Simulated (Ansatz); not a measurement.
The parent structure is Ir in the fcc (Cu type) structure (space group Fm-3m, No. 225; a = 3.846 Å; relaxed with 0.1 eV smearing). Axes: x, y, z lie along the cube axes.

All numbers come from Ansatz (a quantum-chemistry and plane-wave program) r2SCAN, spin-orbit coupling left out, earlier PAW set.

A first run, uniaxial strain ε_xx = −1.88 %, gives secant values C11 ≈ 670 GPa and C12 ≈ 270 GPa from its stress. A second run applies uniaxial stress, 8 GPa tension along x.

Question: What does linear elasticity predict for Young's modulus in the second run, and what does the run give?

Answer: Linear elasticity: (C11 − C12)(C11 + 2 C12)/(C11 + C12) = 510 GPa. The run gives 480 GPa; any difference comes from nonlinear terms at these strains and numerical noise.

Beyond what the load breaks, stability against distortions was not tested. The final runs are not spin-polarised.
